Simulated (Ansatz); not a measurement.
Start from MgO in the rock salt structure (space group Fm-3m, No. 225; a = 4.254 Å).

Computed with plane-wave PAW DFT at the PBE level (Ansatz, an electronic-structure program, 420 eV), spin-orbit coupling left out.

Strains are applied to the cell and any free atomic positions relax.

One change was made to it. Results:

The band gap grows by 0.91 eV (4.46 eV → 5.37 eV); the energy increases by 40 meV/atom; the hole mass (degenerate bands, along [100]) changes from 0.38, 2.2, 2.2 mₑ (at Γ) to 0.41, 2.0, 2.0 mₑ (at Γ); the pressure goes up by 16.44 GPa, from 0.01 GPa to 16.45 GPa.

Task: Name the change that was made.
A) isotropic strain −3.00 %
B) isotropic strain +2.00 %
C) isotropic strain +3.00 %
D) isotropic strain −1.00 %

Result: A, isotropic strain −3.00 %. For comparison, the band gap in the other runs: isotropic strain +2.00 % gives 3.93 eV; isotropic strain −1.00 % gives 4.75 eV; isotropic strain +3.00 % gives 3.68 eV.

Effective masses come from finite differences of ±0.01 Å⁻¹. No phonon test of stability was made.
